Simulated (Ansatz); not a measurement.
Base system: AlN in the zinc blende structure (space group F-43m, No. 216).

```xyz
2
Lattice="0.0000 2.1889 2.1889 2.1889 0.0000 2.1889 2.1889 2.1889 0.0000" Properties=species:S:1:pos:R:3 pbc="T T T"
Al     0.0000     0.0000     0.0000
N      1.0944     1.0944     1.0944
```

Calculations: Ansatz (an electronic-structure program), PBEsol, PAW, cutoff 420 eV, no spin-orbit coupling.

Before the change:

```
Property                 Value
-------------  ---------------
Gap character  indirect, Γ → X
```

Perturbation: every lattice vector is stretched by 2.50 %; the atoms relax in the strained cell.

What happens to the gap character?

The gap character stays indirect, Γ → X.

No phonon test of stability was made. This is not the structure that AlN has at room temperature and ambient pressure.
